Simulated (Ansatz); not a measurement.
BAs (F-43m), Ansatz (a quantum-chemistry and plane-wave program) with PBE with spin-orbit coupling, rigid bands: N_c = 3.60e19 cm⁻³ at 300 K and an electron conductivity mass of 0.308 mₑ.

For 1e16 electrons per cm³ at 300 K, place the Fermi level, estimate the Seebeck coefficient of a parabolic band with constant τ, and give mobility and conductivity for τ = 10 fs.

The level lies k_BT ln(N_c/n) = 0.212 eV below the conduction-band minimum. S ≈ −(k_B/e)[ln(N_c/n) + 5/2] = -921 μV/K, against -917 μV/K from the full bands (mean over directions). μ = eτ/m = 57.1 cm²/(V·s) and σ = neμ = 0.0915 S/cm. τ is assumed, not computed.

Band transport and this doping are assumed; polarons and phonon drag are left out. Geometry: cell and atoms relaxed with PBEsol.
